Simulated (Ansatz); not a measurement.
Amorphous silicon oxynitride (Si$_{24}$O$_{45}$N$_{2}$), 71 atoms at 2.20 g/cm³, one PBE-relaxed geometry, zone centre. Methods: PBE, scalar-relativistic without spin-orbit coupling (Ansatz, a program for electronic structure); r2SCAN, scalar-relativistic without spin-orbit coupling (Ansatz); HSE06, scalar-relativistic without spin-orbit coupling (Ansatz). Plane waves to 420 eV (r2SCAN 500 eV); exact exchange is cut at the cell's faces. At PBE the levels at the filled edge of the gap are localised (band-tail or defect states), and the nearest spread-out levels lie 4.0 eV apart at the zone centre. All rungs ran without spin polarisation.

Preparation: random packing, a CHGNet melt and quench, and a DFT relaxation. O and N atoms were pushed apart under 1.9 Å during the dynamics, to hinder bonds among them. The hot cell started wider than the set density and was brought back towards it in steps. It is the lowest in DFT energy of 2 quenches. It is a model cell: composition and starting density were chosen by hand, and all elements were melted together. No dispersion term was used. Its density started from a set value of 2.20 and ended at 2.20 g/cm³. The quench (nominally 320 K/ps over its main leg) was far faster than any real one, so the model tends to hold more defects than a real film. Values belong to this one cell and scatter from quench to quench. The volume was held where the preparation left it, at a PBE pressure of -1.3 GPa (tension). Stress components on the final sampling reach 2.3 GPa.

The relaxation ran on the zone centre alone. At PBE the level gap is 3.49 eV on a 2×2×2 Γ-centred mesh, and the spacing at the zone centre alone 3.49 eV.

Q: What zone-centre spacing does r2SCAN give, roughly?

A: 4.18 eV (+0.70 eV against PBE).

Q: What zone-centre spacing does HSE06 give, roughly?

A: 5.26 eV (+1.77 eV against PBE).

The highest filled and the lowest empty state spread over these numbers of atoms (participation numbers): PBE: 6.0 and 24.3; r2SCAN: 5.9 and 26.1; HSE06: 6.4 and 26.6.
